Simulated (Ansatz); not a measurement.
## A self-consistent single point of Pt₃Pb (P4mm, 4 atoms in the cell) with Ansatz

Computed with LDA (PW92), default PAW files made with PBE (plane waves; Ansatz, a quantum-chemistry and plane-wave program).

The input file:

Ansatz 0.2 input:
```yaml
crystal:
  lattice:
    - [4.120229, 0.000000, 0.000000]
    - [0.000000, 4.120229, 0.000000]
    - [0.000000, 0.000000, 4.120229]
  atoms:
    - { symbol: Pt, position: [0.500000, 0.000000, 0.500000] }
    - { symbol: Pt, position: [0.012135, 0.500000, 0.500000] }
    - { symbol: Pt, position: [0.500000, 0.500000, 0.000000] }
    - { symbol: Pb, position: [0.000000, 0.000000, 0.000000] }
basis:
  ecutwfc: 420.0
kpoints:
  mp_grid: { grid: [8, 8, 8] }
hamiltonian:
  xc: lda
  pseudopotentials: { kind: paw }
scf:
  occupations: { method: fermi_dirac, width: 0.1 }
output:
  forces: true
  eigenvalues: true
  stress: true
```

The program printed (abridged):

```
WARN ansatz: RAYON_NUM_THREADS=1 ignored (pool sized by the plan → 1); use --threads N
Pseudopotentials: kind: paw
Pseudopotential: Pt, paw, valence charge 18
Pseudopotential: Pb, paw, valence charge 14
Crystal: 4 atoms, lattice volume = 69.946 Å³
Basis set: ecut = 420 eV, 1357 PW (Γ)
Bands: 41, of which v1, the nominal top of the filled ones, is band 34 counted from 1 (33 counted from 0)
Symmetry: 8 space group operations
Space group: P4mm (ITA 99), of the structure as read, at distance tolerance 4.1e-5 Å
k-points: 75 of 512 (time reversal used)
PAW frozen core: Pt, regenerated for the run's functional, and the local potential with it
PAW frozen core: Pb, regenerated for the run's functional, and the local potential with it
Initial density: superposition of atomic densities (neutral atoms: chi_scale 0, normalization atom), corrected by the library's trained network
Initial wavefunctions: pseudopotential atomic-orbital guess
Eigensolver: davidson
Functional: x = slater, c = lda
SCF iter   1: F=—  HF=-48337.501435 eV  |F-HF|=—  |Δ(HF+E_count)|=         —  Δρ=6.04e-3  dr2=7.21e-3  ethr=1.77e-3  ⟨swp⟩=6.8  Hψ=12038  notcnv=0  defer=4
all-band conjugate gradients solve this SCF's bands
preconditioner: auto → Kerker (q_TF=auto, 2.715 Å⁻¹)
SCF iter   2: F=—  HF=-48337.501051 eV  |F-HF|=—  |Δ(HF+E_count)|=   3.84e-4  Δρ=3.25e-3  dr2=2.02e-3  ethr=1.06e-5  ⟨swp⟩=2.1  Hψ=4941  notcnv=0  defer=4
SCF iter   3: F=—  HF=-48337.500495 eV  |F-HF|=—  |Δ(HF+E_count)|=   5.56e-4  Δρ=2.06e-4  dr2=1.24e-5  ethr=2.97e-6  ⟨swp⟩=2.4  Hψ=4804  notcnv=0  defer=4
SCF iter   4: F=—  HF=-48337.500512 eV  |F-HF|=—  |Δ(HF+E_count)|=   1.68e-5  Δρ=4.67e-5  dr2=1.21e-6  ethr=1.82e-8  ⟨swp⟩=2.0  Hψ=5160  notcnv=0  defer=4
SCF iter   5: F=—  HF=-48337.500512 eV  |F-HF|=—  |Δ(HF+E_count)|=   1.81e-7  Δρ=9.72e-6  dr2=1.55e-7  ethr=1.78e-9  ⟨swp⟩=2.1  Hψ=3503  notcnv=0  defer=4
SCF iter   6: F=-48337.500512 eV  HF=-48337.500512 eV  |F-HF|=1.11e-8  |Δ(HF+E_count)|=   3.51e-8  Δρ=3.53e-6  dr2=1.56e-8  ethr=1.47e-10  ⟨swp⟩=7.2  Hψ=12390  notcnv=0
SCF 1 converged in 6 iterations: F = -48337.500512 eV  dr2 = 1.56e-8
SCF converged after 6 iterations
Free energy (F): -48337.500512 eV
Harris-Foulkes:  -48337.500512 eV  (|F-HF|=1.11e-8)
Internal energy: -48337.458271 eV  (E = F + TS)
E sigma→0 (E₀):  -48337.479391 eV
Entropy (-TS):   -0.042241 eV (-10.560 meV/atom)
Fermi energy:    19.653548 eV
--- Per-component energies (eV) ---
  E_band       = -491.705340
  E_kinetic    = 2209.008531
  E_local      = -5748.477186  (includes V_loc(G=0)·N_el)
  E_nonlocal   = 979.325278
  E_hartree    = 2169.850942
  E_xc         = -998.129811
  E_vxc        = -1039.338511  (∫ρ·V_xc dr)
  E_paw        = -37642.631220  (= ΣΔE_a)
  E_vpaw       = -1231.926532  (= ΣTr[D̂ρ^β])
  E_aug_tail   = 0.000597  (compensation charges beyond the density's cutoff)
  E_ewald      = -9307.719296
  E_core_change = 1.313895  (= ΣΔE_core)
  E_smearing   = -0.042241  (= −TS)
  E_closure    = -0.000000  (closes the sum)
  Σ components = -48337.500512   (vs F -48337.500512, Δ=0.00e0)
--- Forces (eV/Å), atoms counted from 1 ---
  atom   1  Pt     0.16196716     0.00000000     0.00000000
  atom   2  Pt    -0.24470317    -0.00000000     0.00000000
  atom   3  Pt     0.16196716     0.00000000     0.00000000
  atom   4  Pb    -0.07923088    -0.00000000     0.00000000
  max |Σ_I F_I| component: 2.58e-7 eV/Å
--- Stress (GPa, compression-positive) ---
      -10.865565       0.000000       0.000000
        0.000000     -10.932966       0.000000
        0.000000       0.000000     -10.932966
  P = ⅓ Tr σ = -10.9105 GPa (-109.105 kbar)
  The stress holds the Pulay correction. Without it, at fixed plane waves, as pw.x and ABINIT print it: P = -10.9442 GPa
--- Band table (eV; the first three rows and the last of 75) ---
  k-point 0: bands = ["-78.6198", "-78.6039", "-78.6037", "-32.8464", "-32.8464", "-32.8456", "-32.7467", "-32.7467", "-32.7466", "-32.6533", "-32.6533", "-32.6529", "2.5183", "2.5183", "2.5642", "2.5642", "2.5647", "7.6309", "13.1450", "14.7037", [...]
  k-point 1: bands = ["-78.6193", "-78.6044", "-78.6038", "-32.8424", "-32.8418", "-32.8398", "-32.7495", "-32.7477", "-32.7451", "-32.6612", "-32.6563", "-32.6552", "2.5240", "2.5328", "2.5653", "2.5691", "2.5696", "7.7853", "13.2321", "14.5792", [...]
  k-point 2: bands = ["-78.6178", "-78.6059", "-78.6038", "-32.8319", "-32.8313", "-32.8216", "-32.7539", "-32.7511", "-32.7445", "-32.6813", "-32.6637", "-32.6623", "2.5377", "2.5677", "2.5681", "2.5807", "2.5811", "8.2280", "13.2411", "14.1624", [...]
  k-point 74: bands = ["-78.6091", "-78.6091", "-78.6091", "-32.8838", "-32.8413", "-32.8413", "-32.8402", "-32.6816", "-32.6813", "-32.6813", "-32.6498", "-32.6483", "2.5205", "2.5205", "2.5209", "2.6602", "2.6602", "9.6438", "14.0270", "14.0270", [...]
```

The run converged in 6 iterations.

The starting cell comes from a database of computed structures (which also holds hypothetical and non-ambient phases and stackings), without a prior relaxation at this level. Its lattice was rescaled by up to half a per cent. One atom was moved a little off its site on purpose. Spin-orbit coupling is off. Spin polarisation is off. With a pressure of about -11 GPa the cell is away from its equilibrium volume at this level. Ansatz's pressure includes its estimate of the finite-basis (Pulay) stress.
